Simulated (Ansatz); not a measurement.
For SnTe (model structure, started from the WC type, P-6m2, No. 187, 2 atoms in the cell), PBEsol (PAW; Ansatz, a quantum-chemistry and plane-wave program) gives:

* **lattice constant a**: 4.146 Å
* **lattice parameter c**: 4.130 Å

Task: What does r²SCAN (PAW; Ansatz) give for the same quantities?

Result: 
- lattice constant a: 4.237 Å (goes up by 2.2 %)
- lattice parameter c: 4.160 Å (rises by 0.7 %)

Changes are worked out from the printed values.

Unless a cell is named, each level is at its own relaxed cell (PBEsol 30.73, r²SCAN 32.34 Å³/atom).

Ansatz's density-functional and Hartree–Fock values are scalar-relativistic unless marked +SOC, with PAW data made under PBE.

A model structure was made by putting elements into a prototype or built by hand; it is no filed structure, need not be a known phase, and can be a saddle point held by its symmetry.
